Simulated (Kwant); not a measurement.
Device: quantum point contact (saddle potential) in a In0.53Ga0.47As two-dimensional gas. Effective mass 0.041 mₑ, grid spacing 5 nm, hard walls, nominal width 150 nm (29 grid rows, so walls 150 nm apart), one parabolic valley, scattering region 450 nm long along x; energies count from the band bottom; Fermi energy 0.0248 eV. Potential (V0 + ½k y²) cos²(πx/L) for |x| < L/2, with V0 swept from 0.02604 to 0 eV, k = 4e-05 eV/nm², L = 280 nm.

Constants are typed, rounded textbook-type inputs, not results; the design itself was drawn at random and stands for no fabricated device.

Computed with Kwant: effective-mass tight-binding model on a square grid, one spin, coherent transport at 0 K. Conductance is in e²/h.

**Question.** Compare with the saddle-point formula G = Σ 1/(1 + exp(−2π(E − V0 − ħωy(n + ½))/ħωx)), taking ħωy = ħ√(k/m) and ħωx from the curvature along x of V0 plus half of the mode's confinement energy.

**Answer.** ħωy = 8.62 meV; at V0 = 21.1 meV the lowest mode has ħωx = 3.30 meV.

```
V0 (meV)  formula  simulation
--------  -------  ----------
24.5      0.00076     0.00073
21.1         0.23        0.24
17.7         1.00        1.00
14.3         1.01        1.01
10.9         1.88        1.92
7.55         2.00        2.00
```

The formula takes a parabolic saddle in the continuum; the run has the full potential on a grid.
